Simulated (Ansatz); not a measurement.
A calculation on L1₂ (Cu3Au-type) Ni3Al returned lattice constant a 3.540 Å, formation enthalpy -0.499 eV/atom, magnetic moment 0.55 μB.

For reference: lattice constant a 3.572 Å (measured, temperature not stated, no zero-point or thermal correction; as tabulated in Tensorial elastic properties and stability of interface states associated with …); formation enthalpy -0.420 ± 0.02 eV/atom (measured, 298 K, copied from a table, unchecked, not corrected to a static lattice; as tabulated in Wang et al. (2021), doi:10.1038/s41598-021-94550-5).

Which level of theory produced these numbers?
(A) rVV10 (Ansatz, a first-principles code)
(B) B3LYP (VWN-RPA form) (Ansatz)
(C) r²SCAN (Ansatz)
(D) PBE0 (Ansatz)

D, PBE0 (Ansatz)

The others give: rVV10 3.581 Å, -0.425 eV/atom, 0.13 μB; B3LYP (VWN-RPA form) 3.579 Å, -0.491 eV/atom, 0.49 μB; r²SCAN 3.526 Å, -0.424 eV/atom, 0.36 μB.

Unless a cell is named, each level is at its own relaxed cell (B3LYP (VWN-RPA form) 11.46, PBE0 11.09, r²SCAN 10.96, rVV10 11.48 Å³/atom).

Spin-polarised runs: rVV10 (parallel moments), B3LYP (VWN-RPA form) (parallel moments), r²SCAN (parallel moments), PBE0 (parallel moments).

Ansatz's density-functional and Hartree–Fock values are scalar-relativistic unless marked +SOC, with PAW data made under PBE.
